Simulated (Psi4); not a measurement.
Psi4 1.11, TPSS/def2-svp: OB(O)[S][Al]([OH])[OH], 11 atoms. The geometry is a generated start, not checked to be a minimum at this level.

```
Property                              Value
--------------------------  ---------------
task                                 energy
method                                 tpss
basis                              def2-svp
memory                                 3 GB
maxiter                                 100
keys of the molecule block      symmetry c1
scf_type                       df (default)
e_convergence               1e-06 (default)
d_convergence               1e-06 (default)
dft_radial_points              75 (default)
dft_spherical_points          302 (default)
basis functions                         126
grid points                          236431
```

```xyz
11

B     -1.5195    -0.5543    -0.0256
O     -2.0744     0.4060    -0.7748
O     -1.7152    -1.8261    -0.3826
S     -0.5637    -0.1349     1.5311
Al     1.2235     0.4591     0.3923
O      2.2679    -0.7781     0.1007
O      1.3341     1.9971    -0.1878
H     -1.9840     1.3101    -0.4759
H     -1.3379    -2.5056     0.1756
H      3.0356    -1.3090    -0.0510
H      1.3334     2.9357    -0.3018
```

With the defaults (diis = true, scf_initial_accelerator = adiis, damping_percentage = 0, level_shift = 0, level_shift_cutoff = 0.01, guess = auto, which took SAD, diis_max_vecs = 10) it converges in 10 SCF iterations. One run each on 2 threads, with these changes:
- diis_max_vecs = 3
- damping_percentage = 20
- diis_max_vecs = 6
- guess = core
- level_shift = 0.1, level_shift_cutoff = 0.001
- diis = false, scf_initial_accelerator = none, damping_percentage = 60
- guess = sapgau
- guess = modhuckel
- guess = huckel

Q: Which of these changes keep the SCF from converging, or lead it to another solution?

A: No convergence: diis = false, scf_initial_accelerator = none, damping_percentage = 60 (the run ends without SCF convergence in 100 iterations). The rest reach the solution of the defaults.

```json
[
 {"setting": "the defaults", "SCF iterations": "10", "end": "same solution"},
 {"setting": "level_shift = 0.1, level_shift_cutoff = 0.001", "SCF iterations": "10", "end": "same solution"},
 {"setting": "guess = huckel", "SCF iterations": "10", "end": "same solution"},
 {"setting": "guess = modhuckel", "SCF iterations": "11", "end": "same solution"},
 {"setting": "diis_max_vecs = 6", "SCF iterations": "11", "end": "same solution"},
 {"setting": "guess = sapgau", "SCF iterations": "11", "end": "same solution"},
 {"setting": "diis_max_vecs = 3", "SCF iterations": "14", "end": "same solution"},
 {"setting": "guess = core", "SCF iterations": "17", "end": "same solution"},
 {"setting": "damping_percentage = 20", "SCF iterations": "21", "end": "same solution"},
 {"setting": "diis = false, scf_initial_accelerator = none, damping_percentage = 60", "SCF iterations": "100", "end": "no convergence"}
]
```
